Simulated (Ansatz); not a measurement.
Where the default PAW files enter, the runs use the earlier of Ansatz's two default sets.

By PBEsol, the system below comes out a metal.

Given:

```yaml
crystal:
  lattice:
    - [2.92055, 0.00000, 0.00000]
    - [0.00000, 4.13028, 0.00000]
    - [0.00000, 2.06514, 2.06514]
  atoms:
    - { symbol: Zn, position: [0.50000, 0.50000, 0.00000] }
    - { symbol: Cu, position: [0.00000, 0.00000, 0.00000] }
```

Space group of this cell: Pm-3m, CsCl type. The cell is taken as given; by PBEsol its mean pressure is -1.7 GPa.

The current flows along the normal of the first two printed cell vectors, the (110) plane of the conventional cell. No spin-orbit coupling; the value is a mean over 0.1 eV about the Fermi level.

Q: Predict the ballistic conductance per area from PBEsol in Ansatz (an electronic-structure program).

A: 1.0 × 10¹⁵ S/m² for both spins.
